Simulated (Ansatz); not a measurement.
Model: Si(111) 1x1 surface, 6 top atoms, 3 bilayers, bottom bilayer H-capped and fixed, every top atom capped by H; cell 11.5 x 6.6 Å; two neighbouring H replaced by SH; about 7 Å thick over the host's atoms, 18 atoms held. The numbers are results of PBE-D3(BJ) (plane waves to 420 eV, PAW; Ansatz, an electronic-structure program), not measurements. k mesh 1 x 2 x 1. Some slab states were started with spin and the others were run without it. No Hubbard U. Slab thickness, cell and mesh are as stated and are not converged limits. All energies are electronic energies at 0 K, without vibrations. Each state was relaxed from one prepared geometry.

End state of this step: the surface fragment of MoF6 exchanges a second ligand with a neighbouring S-H group. Atoms near the product:

```
atom     x (Å)   y (Å)   z (Å)
------  ------  ------  ------
Si(0)   -0.002   0.002   9.580
H(14)   -0.057  -0.028  11.073
H(45)   -1.897   3.351  11.043
S(48)    2.296   4.297  11.306
H(49)    0.842   2.299  13.227
Mo(a0)   3.710   3.195  12.831
F(a1)    3.216   1.634  11.931
F(a2)    3.727   4.912  13.534
F(a3)    4.828   2.595  14.213
F(a5)    2.264   2.663  14.018
F(a6)    0.124   2.164  12.612
```

Problem. What energy does it take to move HF into the gas, one a cell, with the surface relaxed behind it, and what are its closest contacts before it leaves?

Solution. 0.43 eV. Its closest contacts to the rest of the cell: H(49)...F(a5) 1.67 Å, F(a6)...F(a5) 2.61 Å, F(a6)...H(14) 2.68 Å.
